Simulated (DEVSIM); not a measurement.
Device: illuminated Si p-on-n cell, one wavelength, at 300 K.

```csv
layer (left to right),material,thickness (μm),Nd (cm⁻³),Na (cm⁻³),τn (s),τp (s),absorption coefficient (cm⁻¹)
1,Si,0.540,-,1.2e19,3.2e-8,2.3e-6,3100
2,Si,57.0,5.4e16,-,2.9e-6,2.9e-6,3100
```

Left contact: ohmic, minority electron recombination velocity 60000 cm/s. Right contact: ohmic, minority hole recombination velocity 70 cm/s. Voltage is applied to the left contact. Recombination: SRH at mid-gap, radiative, Auger. Light enters at the left, 2.4e18 photons cm⁻² s⁻¹, one pass, no reflection. Mobility is constant in doping.

Constants are typed, rounded textbook-type inputs, not results; the design itself was drawn at random and stands for no fabricated device. Values at 300 K.

```csv
parameter,Si
gap (eV),1.124
affinity (eV),4.05
permittivity,11.7
Nc (cm⁻³),2.86e19
Nv (cm⁻³),3.1e19
μn (cm²/Vs),1417
μp (cm²/Vs),470
B (cm³/s),4.7e-15
Cn (cm⁶/s),2.8e-31
Cp (cm⁶/s),9.9e-32
```

DEVSIM, 1D drift-diffusion, Boltzmann statistics, complete ionisation; no tunnelling, impact ionisation, image-force lowering or self-heating.

Problem. Tabulate band edges, carrier densities and field at zero bias, in the dark.

Solution. Energies count from the Fermi level of the right contact; mesh points crowd at the junctions.

```tsv
x (μm)	Ec (eV)	Ev (eV)	n (cm⁻³)	p (cm⁻³)	field (V/cm)
0.000	1.099	-0.025	< 1e2	1.2e19	≈ 0
0.03121	1.099	-0.025	< 1e2	1.2e19	≈ 0
0.09925	1.099	-0.025	< 1e2	1.2e19	≈ 0
0.2476	1.099	-0.025	< 1e2	1.2e19	≈ 0
0.4448	1.099	-0.025	< 1e2	1.2e19	≈ 0
0.5106	1.099	-0.025	< 1e2	1.2e19	≈ 0
0.5400	1.069	-0.055	< 1e2	3.6e18	-210000
0.5912	0.546	-0.578	1.9e10	6.1e9	-77000
0.6932	0.172	-0.952	3.7e16	3100	-5100
0.9334	0.162	-0.962	5.4e16	2200	≈ 0
1.499	0.162	-0.962	5.4e16	2200	≈ 0
3.473	0.162	-0.962	5.4e16	2200	≈ 0
7.479	0.162	-0.962	5.4e16	2200	≈ 0
16.91	0.162	-0.962	5.4e16	2200	≈ 0
41.45	0.162	-0.962	5.4e16	2200	≈ 0
50.72	0.162	-0.962	5.4e16	2200	≈ 0
54.66	0.162	-0.962	5.4e16	2200	≈ 0
56.33	0.162	-0.962	5.4e16	2200	≈ 0
57.15	0.162	-0.962	5.4e16	2200	≈ 0
57.39	0.162	-0.962	5.4e16	2200	≈ 0
57.49	0.162	-0.962	5.4e16	2200	≈ 0
57.54	0.162	-0.962	5.4e16	2200	≈ 0
```
